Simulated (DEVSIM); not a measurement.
# Schottky contact on n-type β-Ga2O3

Structure: Schottky contact on n-type β-Ga2O3, at 300 K.

```csv
layer (left to right),material,thickness (μm),Nd (cm⁻³),τn (s),τp (s)
1,β-Ga2O3,0.650,8.1e16,4.2e-9,4.2e-9
```

Left contact: Schottky, work function 5.67 eV, emission velocity 2.2e6 cm/s. Right contact: ohmic. Voltage is applied to the left contact. Recombination: SRH at mid-gap, Auger. Mobility is constant in doping.

The device is made up for the run: typed textbook-type constants, with dimensions and the other settings drawn at random. Values at 300 K.

```
parameter      β-Ga2O3
-------------  -------
gap (eV)           4.8
affinity (eV)        4
permittivity        10
Nc (cm⁻³)       3.7e18
Nv (cm⁻³)         5e20
μn (cm²/Vs)        160
μp (cm²/Vs)          1
Cn (cm⁶/s)       1e-31
Cp (cm⁶/s)       1e-31
```

Model (solved in DEVSIM): 1D drift-diffusion, Boltzmann statistics, complete ionisation; no tunnelling, impact ionisation, image-force lowering or self-heating. Metal contacts follow the ideal Schottky-Mott rule: no Fermi-level pinning, no interface dipoles.

* **Potential step across the device at zero bias**: 1.571 V
* **Largest field in the device at zero bias**: 210000 V/cm
* **Dark forward voltage at 1 A/cm²**: 1.310 V
* **Dark forward voltage at 100 A/cm²**: 1.435 V

Small-signal capacitance in reverse bias (quasi-static):

```json
[
 {"V (V)": "-0.4", "C (nF/cm²)": "54.3"},
 {"V (V)": "-1", "C (nF/cm²)": "47.5"},
 {"V (V)": "-2", "C (nF/cm²)": "40.3"},
 {"V (V)": "-3", "C (nF/cm²)": "35.6"},
 {"V (V)": "-4", "C (nF/cm²)": "32.2"},
 {"V (V)": "-6", "C (nF/cm²)": "27.6"},
 {"V (V)": "-8", "C (nF/cm²)": "24.5"},
 {"V (V)": "-10", "C (nF/cm²)": "22.3"},
 {"V (V)": "-13", "C (nF/cm²)": "19.9"},
 {"V (V)": "-16", "C (nF/cm²)": "18.1"},
 {"V (V)": "-20", "C (nF/cm²)": "16.3"}
]
```

Dark forward current:

(V (V), J (A/cm²)): (0.50, 2.7e-14); (0.55, 1.8e-13); (0.60, 1.3e-12); (0.65, 8.8e-12); (0.70, 6.1e-11); (0.75, 4.2e-10); (0.80, 2.9e-9); (0.85, 2.0e-8); (0.90, 1.4e-7); (0.95, 9.5e-7); (1.00, 6.5e-6); (1.05, 4.5e-5); (1.10, 0.00031); (1.15, 0.0021); (1.20, 0.015); (1.25, 0.099); (1.30, 0.68); (1.35, 4.6); (1.40, 30); (1.45, 170); (1.50, 630); (1.55, 1500); (1.60, 2600)
